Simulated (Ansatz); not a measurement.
The reference is LaBr$_{3}$ in the ReO3 type structure (space group Pm-3m, No. 221; a = 5.8029 Å; a hypothetical phase, not in the database extracts checked). Axes: x, y, z lie along the cube axes.

Method: PBEsol, PAW, 420 eV (Ansatz, a quantum-chemistry and plane-wave program; no SOC).

A first run, uniaxial strain ε_xx = −0.83 %, gives secant values C11 ≈ 78 GPa and C12 ≈ 4.2 GPa from its stress. A second run applies isotropic strain −2.94 %.

Q: What does linear elasticity predict for the bulk modulus −ΔP/(ΔV/V₀) in the second run, and what does the run give?

A: Linear elasticity: (C11 + 2 C12)/3 = 29 GPa. The run gives 35 GPa; any difference comes from nonlinear terms at these strains and numerical noise.

Whether these cells are dynamically stable was not tested.
